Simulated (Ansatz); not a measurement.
Take Re in the hcp (Mg type) structure (space group P6_3/mmc, No. 194; a = 2.776 Å, c = 4.481 Å; relaxed with 0.1 eV smearing) as the base. Axes: x lies along a and z along c of the hexagonal cell.

Method: Ansatz (a quantum-chemistry and plane-wave program) PBE, no SOC.

Perturbation: uniaxial strain ε_zz = −2.50 %, all other strain components held at zero; the atoms relax in the strained cell.

Problem. Predict the stress tensor and what it implies for the stiffness.

Solution. Stress of the strained cell less that of the base (GPa, compression positive):
```
    6.2     0.0     0.0
    0.0     6.2     0.0
    0.0     0.0    17.7
```

Then −Δσ_ii/ε with ε = -0.0250 gives secant stiffness values (nonlinear terms included at this strain): C33 ≈ 709 GPa, C13 ≈ 248 GPa and C23 ≈ 248 GPa.

As a check, the harmonic strain energy −½ V₀ Δσ:ε is 21 meV/atom; the computed energy rise is 20 meV/atom.

Stability against distortions was not tested. All final runs are without spin polarisation.
